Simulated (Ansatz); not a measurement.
free sheet of phosphorene: P80, 2 atomic planes, area 306 Å², cell height 15.1 Å with vacuum; both faces free, started from the relaxed sheet, in-plane cell fixed at 1.000 times the relaxed lattice. The numbers are results of PBE (plane waves, PAW; Ansatz, an electronic-structure program), not measurements. Mean temperature 309 K, 3.0 ps sampled after 1.5 ps of Langevin dynamics; k-points: Γ only; no spin polarisation or spin-orbit coupling.

```tsv
plane (from the bottom)	atoms	start height (Å)	mean height (Å)	spread of site heights (Å)	rms motion, normal (Å)	rms motion, in plane (Å)	in-plane shift from the start (Å)	coordination
1	P40	-1.05	-1.05	0.01	0.11	0.08	0.01	3.0
2	P40	1.05	1.05	0.01	0.11	0.08	0.01	3.0
```

```json
{
  "in-plane diffusion": "none seen within 3.0 ps",
  "coordination_in_the_top_plane": "3-fold 100 %",
  "mean vibrational (phonon) frequency": "9.0 THz"
}
```

A denser in-plane k-mesh moves the forces of one frame by 0.03 eV/Å rms. Bonds are counted up to P-P 2.78 Å; heights count from the centre of mass.
